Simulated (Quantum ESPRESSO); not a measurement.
Short convergence ladders for NaF (Fm-3m, 2 atoms in the cell)

```xyz
2
Lattice="-2.3219 0.0000 2.3219 0.0000 2.3219 2.3219 -2.3219 2.3219 0.0000" Properties=species:S:1:pos:R:3 pbc="T T T"
Na     0.0000     0.0000     0.0000
F     -2.3219     2.3219     2.3219
```

Base method: PBE, SSSP 1.1.2 precision (PBE) pseudopotentials (plane waves; Quantum ESPRESSO).

Base settings: ecutwfc = 75 Ry; occupations = smearing; smearing = fermi-dirac; degauss = 0.000734986 Ry; potentials = {Na: Na_ONCV_PBE-1.0.oncvpsp.upf, F: F.oncvpsp.upf}; K_POINTS = automatic 9 9 9 0 0 0; conv_thr = 1e-08 Ry.

**Zone-centre phonons against the cutoff**

In this ladder: occupations = fixed; smearing = default; degauss = default; nbnd = 10; ph.x.tr2_ph = 1e-14; ph.x.fildyn = dyn.G; ph.x.epsil = true; dynmat.x.fildyn = dyn.G; dynmat.x.asr = crystal.

The mesh stays at the base's, so the ladder's end is converged at best in this setting alone.

Frequencies are those of the unrelaxed cell, without the LO-TO term of polar crystals.

Only quantities that move along the ladder and can be compared are tabulated.

```csv
ecutwfc,highest zone-centre frequency (cm⁻¹),largest Born charge (mean of the diagonal) (e),mean ε∞
38 Ry,199.6,0.981,1.927
45 Ry,262.3,0.996,1.891
52 Ry,251.2,1.011,1.889
75 Ry,248.5,1.016,1.886
112 Ry,249.1,1.016,1.887
```

Coarsest ecutwfc that holds the highest zone-centre frequency within 10 cm⁻¹ of the last step, with all finer ones: 52 Ry; the step before is off by 13 cm⁻¹.

Coarsest ecutwfc that holds the largest Born charge (mean of the diagonal) within 0.01 e of the last step, with all finer ones: 52 Ry; the step before is off by 0.020 e.

Coarsest ecutwfc that holds the mean ε∞ within 0.01 of the last step, with all finer ones: 45 Ry; the step before is off by 0.040.

**Zone-centre phonons against the SCF threshold**

In this ladder: occupations = fixed; smearing = default; degauss = default; nbnd = 10; ph.x.tr2_ph = 1e-14; ph.x.fildyn = dyn.G; ph.x.epsil = true; dynmat.x.fildyn = dyn.G; dynmat.x.asr = crystal.

The mesh stays at the base's, so the ladder's end is converged at best in this setting alone.

Frequencies are those of the unrelaxed cell, without the LO-TO term of polar crystals.

Only quantities that move along the ladder and can be compared are tabulated.

```tsv
conv_thr	highest zone-centre frequency (cm⁻¹)
7.3e-05 Ry	308.1
7.3e-07 Ry	242.2
7.3e-09 Ry	249.6
7.3e-11 Ry	249.6
7.3e-13 Ry	249.6
```

Coarsest conv_thr that holds the highest zone-centre frequency within 2 cm⁻¹ of the last step, with all finer ones: 7.3e-09 Ry; the step before is off by 7.4 cm⁻¹.

On the base run: the starting cell has typed, rounded lattice constants, without a prior relaxation at this level. Its lattice was rescaled by up to half a per cent.
